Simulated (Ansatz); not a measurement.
System: In-vacancy pair (In on one host Cu site, one Cu site vacant) in fcc Cu (neutral cell). These are PBE, PAW (plane waves to 420 eV; Ansatz, a quantum-chemistry and plane-wave program) values and carry that method's errors.

Cell of 32 host sites held at the relaxed PBE lattice; a 2×2×2 k-point mesh shifted by half a step; Fermi-Dirac width 0.10 eV, spin-restricted; finite-size errors left in. Energies are static. Forms of the defect that were not tried may lie lower.

Barriers: single points on a 4×4×4 k-point mesh shifted by half a step at the bands' geometries (they differ from the bands' own by up to 0.11 eV, and are uncertain by about as much).

Relaxed starting cell (atoms counted from 1):

```xyz
31
Lattice="7.2600 0.0000 0.0000 0.0000 7.2600 0.0000 0.0000 0.0000 7.2600" Properties=species:S:1:pos:R:3 pbc="T T T"
In    -0.0029     0.1807     0.1904
Cu    -0.0031     0.0338     3.5945
Cu    -0.0036     3.5879     0.0396
Cu    -0.0036     3.6105     3.6205
Cu     3.6263    -0.0003     0.0081
Cu     3.6275     0.0065     3.6817
Cu     3.6273     3.6726     0.0165
Cu     3.6268     3.6328     3.6404
Cu    -0.0037     1.8672     5.4157
Cu    -0.0031     5.4062     1.8766
Cu    -0.0032     5.4475     5.4546
Cu     3.6266     1.8491     1.8563
Cu     3.6276     1.8414     5.4249
Cu     3.6257     5.4162     1.8500
Cu     3.6264     5.4553     5.4637
Cu     1.9206    -0.0053     1.9038
Cu     1.8156     0.0160     5.4277
Cu     1.7918     3.6161     1.8379
Cu     1.8068     3.6484     5.4466
Cu     5.3319    -0.0071     1.9023
Cu     5.4384     0.0160     5.4276
Cu     5.4613     3.6182     1.8376
Cu     5.4475     3.6478     5.4461
Cu     1.9209     1.8943    -0.0002
Cu     1.7955     1.8298     3.6301
Cu     1.8159     5.4186     0.0266
Cu     1.8063     5.4373     3.6550
Cu     5.3331     1.8938     0.0008
Cu     5.4591     1.8289     3.6271
Cu     5.4370     5.4193     0.0253
Cu     5.4472     5.4380     3.6553
```

End state 1 differs by these moves (Å; atoms that move under 0.08 Å are left out):

```
atom  element    Δx     Δy     Δz
----  -------  ----  -----  -----
1          In  0.00   1.47   1.47
2          Cu  0.00  -0.07   0.10
3          Cu  0.00   0.09  -0.07
9          Cu  0.00  -0.07   0.09
10         Cu  0.00   0.10  -0.07
16         Cu  0.00  -0.06  -0.06
20         Cu  0.00  -0.06  -0.06
24         Cu  0.00  -0.06  -0.06
28         Cu  0.00  -0.06  -0.06
```

Question: Give the forward and backward barriers to end state 1 at the level PBE, PAW.

Answer: forward 0.37 eV, backward 0.37 eV; at the saddle point atom 1 has neighbours 4 Cu at 2.50, 4 Cu at 2.84 Å. The saddle point's order was not checked, and it lies on a symmetry element of the cell, where a band can be held.
